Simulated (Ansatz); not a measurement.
Consider Sn (space group I4_1/amd, No. 141; a = 5.886 Å, c = 3.184 Å). Axes: x, y, z lie along a, b, c of the conventional cell.

Calculations: r2SCAN (Ansatz, a first-principles code; PAW; 500 eV plane waves; scalar-relativistic without spin-orbit coupling).

Base values:

The pressure is 0.0 GPa and the shortest interatomic distance comes out as 5.761 bohr. The band gap is zero.

One thing is altered: the cell is stretched by 0.59 % along z with no lateral relaxation; the atoms relax in the strained cell.

**Question.** Estimate the effect on the pressure, energy relative to the base, shortest interatomic distance and band gap.

**Answer.** The pressure (mean of the normal stresses, compression positive) goes from zero to -0.3 GPa; the energy hardly moves; the shortest interatomic distance hardly moves (5.761 bohr against 5.764 bohr); the band gap stays zero.

Without a gap, meshes like the base's 17×17×17 leave anisotropic stresses uncertain by several tenths of a GPa, and small strain energies with them. Stability against distortions was not tested.
